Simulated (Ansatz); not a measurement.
# A computed series for GaSb: pressure series

Take GaSb in the zinc blende structure (space group F-43m, No. 216) as the base.

```xyz
2
Lattice="0.0000 3.1067 3.1067 3.1067 0.0000 3.1067 3.1067 3.1067 0.0000" Properties=species:S:1:pos:R:3 pbc="T T T"
Ga     0.0000     0.0000     0.0000
Sb     1.5534     1.5534     1.5534
```

Cell and atoms are relaxed at each pressure.

Computed with plane-wave PAW DFT at the PBE level (Ansatz, a quantum-chemistry and plane-wave program, 420 eV), no SOC.

Notes on the quantities. enthalpy: H = E + PV relative to the base's energy.

| change | enthalpy | lattice parameter a |
|---|---|---|
| base | – | 6.213 Å |
| pressure −2 GPa | -0.38 eV/atom | 6.320 Å |
| pressure −1 GPa | -0.19 eV/atom | ? |
| pressure 0.9 GPa | +0.17 eV/atom | 6.175 Å |
| pressure 2.1 GPa | +0.38 eV/atom | 6.126 Å |
| pressure 4.5 GPa | +0.81 eV/atom | ? |
| pressure 9 GPa | +1.56 eV/atom | 5.925 Å |
| pressure 15 GPa | +2.50 eV/atom | ? |
| pressure 22.5 GPa | +3.61 eV/atom | ? |
| pressure 30 GPa | +4.66 eV/atom | 5.591 Å |

Problem. Some entries are withheld; estimate them.

Solution. 
- pressure −1 GPa, lattice parameter a: 6.264 Å
- pressure 4.5 GPa, lattice parameter a: 6.045 Å
- pressure 15 GPa, lattice parameter a: 5.802 Å
- pressure 22.5 GPa, lattice parameter a: 5.685 Å

Load acts through the strain it causes; cell and atoms are relaxed under it. Whether these cells are dynamically stable was not tested. Tetrahedral semiconductors of this kind turn to denser phases somewhere between about 1 and 50 GPa; those were not computed, so compressed cells here can lie past the real transition. All final runs are without spin polarisation.
